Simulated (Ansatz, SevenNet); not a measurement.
**Ladder of methods for the lattice parameter c of C11b WSi2**

Reference value: 7.831 Å (measured, temperature not stated, no zero-point or thermal correction; as tabulated in Pavlosiuk et al. (2022), arXiv:2202.05362).

| level (code) | value (Å) |
|---|---|
| SevenNet-0 | 7.893 |
| LDA (Ansatz) | ? |
| BLYP (Ansatz) | ? |
| PBE (Ansatz) | 7.867 |
| PBE+SOC (Ansatz) | 7.865 |
| PBEsol (Ansatz) | ? |
| revPBE (Ansatz) | 7.889 |
| PBE-D3(BJ) (Ansatz) | 7.798 |
| r²SCAN-D4 (Ansatz) | ? |
| B3LYP (VWN-RPA form) (Ansatz) | 7.860 |
| HSE06 (Ansatz) | 7.800 |
| Hartree–Fock (Ansatz) | 7.806 |

### Question
Fill in the missing entries.

### Answer

- LDA (Ansatz, a quantum-chemistry and plane-wave program), value (Å): 7.772
- BLYP (Ansatz), value (Å): 7.947
- PBEsol (Ansatz), value (Å): 7.816
- r²SCAN-D4 (Ansatz), value (Å): 7.787

Differences against the reference: SevenNet-0 +0.79 %, LDA -0.75 %, BLYP +1.48 %, PBE +0.46 %, PBE+SOC +0.43 %, PBEsol -0.19 %, revPBE +0.74 %, PBE-D3(BJ) -0.42 %, r²SCAN-D4 -0.56 %, B3LYP (VWN-RPA form) +0.37 %, HSE06 -0.40 %, Hartree–Fock -0.32 %.

The reference's temperature isn't stated, so close values are not ranked against it.

The measured value isn't corrected to a static lattice, so vibrations enter the comparison.  Density-functional levels without +SOC have no spin–orbit coupling. B3LYP (VWN-RPA form), Hartree–Fock: the run has no spin polarisation, so it can have missed a magnetic state. HSE06: exact exchange on metals is sensitive to the k mesh and can open a false gap. HSE06: the run warned that the count of filled bands differs between k points. Cutoffs and k meshes differ between the levels. Ansatz's density-functional and Hartree–Fock values are scalar-relativistic unless marked +SOC, with PAW data made under PBE.

Machine-learned potentials (SevenNet-0) are trained on DFT data: a solid inside that data is no test of them.

Differences are worked out from the printed values.
